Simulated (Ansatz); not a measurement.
## A computed series for BP: response to strain

The parent structure is BP in the zinc blende structure (space group F-43m, No. 216).

```
CELL_PARAMETERS angstrom
      0.00000     2.26010     2.26010
      2.26010     0.00000     2.26010
      2.26010     2.26010     0.00000
ATOMIC_POSITIONS crystal
  P  0.75000 0.75000 0.75000
  B  0.00000 0.00000 0.00000
```

Cartesian axes are those of the cell as printed.

Strains are applied to the cell and any free atomic positions relax; under biaxial strain the out-of-plane vector relaxes too; under stress the whole cell relaxes.

Level of theory: Kohn–Sham DFT with the PBEsol functional, run in Ansatz (a quantum-chemistry and plane-wave program) with PAW and 420 eV plane waves, scalar-relativistic without spin-orbit coupling.

Notes on the quantities. energy relative to the base: free energy F.

```csv
case,band gap,energy relative to the base,gap character
base,1.11 eV,0 meV/atom,–
"biaxial strain −0.91 %, plane normal [001], relaxed out of plane",0.99 eV,[?],"indirect, Γ → Γ–X (84 % along)"
"biaxial strain +1.79 %, plane normal [001], relaxed out of plane",0.77 eV,[?],"indirect, Γ → Γ–M (79 % along)"
uniaxial strain ε_zz = −5.10 %,0.25 eV,+34 meV/atom,"indirect, Γ → Γ–M (84 % along)"
uniaxial strain ε_zz = −1.63 %,[?],[?],"indirect, Γ → Γ–M (84 % along)"
"uniaxial stress, 2 GPa tension along z",1.08 eV,+0.5 meV/atom,"indirect, Γ → Γ–X (78 % along)"
```

Question: Complete the table.

Answer: 
- biaxial strain −0.91 %, plane normal [001], relaxed out of plane, energy relative to the base: +2.4 meV/atom
- biaxial strain +1.79 %, plane normal [001], relaxed out of plane, energy relative to the base: +8.7 meV/atom
- uniaxial strain ε_zz = −1.63 %, band gap: 0.84 eV
- uniaxial strain ε_zz = −1.63 %, energy relative to the base: +3.3 meV/atom

Beyond what the load breaks, stability against distortions was not tested. A zero or small gap of BP under uniaxial strain ε_zz = −5.10 % can be the functional's error rather than a property of the material. Labels are those of the standard path for the cell's own space group.
